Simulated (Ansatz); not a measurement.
The reference is SnO2 in the rutile structure (space group P4_2/mnm, No. 136).

```
SnO2
1.0
    4.75995     0.00000     0.00000
    0.00000     4.75995     0.00000
    0.00000     0.00000     3.20077
Sn O
2 4
Direct
  0.00000   0.00000   0.00000
  0.50000   0.50000   0.50000
  0.30591   0.30591   0.00000
  0.80591   0.19409   0.50000
  0.19409   0.80591   0.50000
  0.69409   0.69409   0.00000
```

Method: r2SCAN in Ansatz (plane waves to 500 eV, PAW, spin-orbit coupling left out).

Base values:

- Lattice parameter a = 4.760 Å
- c/a ratio = 0.672
- Electron mass = 0.19 mₑ along c, 0.22 mₑ across (at Γ)

The change: a hydrostatic pressure of 4.2 GPa.

Question: What does the calculation give for the lattice parameter a, c/a ratio, mean gap deformation potential ΔEg/Δln V and electron mass after the change?

Answer: The lattice parameter a drops by 0.038 Å (4.760 Å → 4.722 Å); the c/a ratio grows by 0.003 to 0.675; the mean gap deformation potential ΔEg/Δln V comes out as -11.1 eV; the electron mass changes from 0.19 mₑ along c, 0.22 mₑ across (at Γ) to 0.20 mₑ along c, 0.24 mₑ across (at Γ).

Load acts through the strain it causes; cell and atoms are relaxed under it. Masses are band curvatures over ±0.01 Å⁻¹ around the edge. No phonon test of stability was made.

Ansatz is a first-principles code.
